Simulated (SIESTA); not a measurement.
Relaxation of the atoms of Mg₃Ti (Imm2, 4 atoms in the cell) at several settings

```xyz
4
Lattice="-1.5348 5.0911 2.7112 1.5348 -5.0911 2.7112 1.5348 5.0911 -2.7112" Properties=species:S:1:pos:R:3 pbc="T T T"
Mg     0.0000     5.0911     1.8034
Mg     0.0000     7.6329     0.0021
Mg     0.0000     2.5493     0.0021
Ti     0.0000     0.0000     1.8075
```
Moments meant for the start (each program seeds them in its own way; μB, in the order of the atoms Mg Mg Mg Ti): 0.0 0.0 0.0 1.0.

Base: LDA PW92, numerical atomic orbitals DZP, PseudoDojo LDA standard norm-conserving potentials (rewritten from UPF to PSML) (SIESTA 5.4.2). Its settings: XC.functional = LDA; XC.authors = PW92; potentials = PseudoDojo LDA standard; PAO.BasisSize = DZP; PAO.EnergyShift = 0.01 Ry; MeshCutoff = 300 Ry; kgrid.MonkhorstPack = 6 6 6; OccupationFunction = FD; ElectronicTemperature = 0.1 eV; Spin = polarized; DM.InitSpin = [1 +0.00, 2 +0.00, 3 +0.00, 4 +1.00]; MaxSCFIterations = 150; SCF.Mixer.Method = Pulay; SCF.Mixer.Weight = 0.1; SCF.Mixer.History = 8; SCF.DM.Tolerance = 1.0E-05. Starting volume 21.19 Å³ per atom.

Each line gives the change from the base single point and the result:

- MD.TypeOfRun: default → FIRE; MD.Steps: default → 40; MD.MaxForceTol: default → 0.02 eV/Ang: pressure -0.67 GPa; largest force (vector length) 0.016 eV/Å; relaxation steps 13; free energy against the base single point -0.8 meV/atom.
- atoms moved at random; SCF.DM.Tolerance: 1.0E-05 → default; SCF.DM.Converge: default → false; SCF.H.Converge: default → false; SCF.FreeE.Converge: default → true; SCF.FreeE.Tolerance: default → 1.0E-03 eV; MD.TypeOfRun: default → FIRE; MD.Steps: default → 40; MD.MaxForceTol: default → 0.03 eV/Ang: pressure -0.67 GPa; largest force (vector length) 0.031 eV/Å; relaxation steps 22; free energy against the base single point -0.7 meV/atom.
- atoms moved at random; MD.TypeOfRun: default → FIRE; MD.Steps: default → 40; MD.MaxForceTol: default → 0.1 eV/Ang: pressure -0.67 GPa; largest force (vector length) 0.102 eV/Å; relaxation steps 10; free energy against the base single point -0.4 meV/atom.

The starting cell comes from a database of computed structures (which also holds hypothetical and non-ambient phases and stackings), without a prior relaxation at this level. With one magnetic atom in the cell only a parallel order is possible. Values carry the incompleteness of an atom-centred basis. Without a gap this mesh is coarse (it stands for a supercell whose shortest vector is 18 Å).
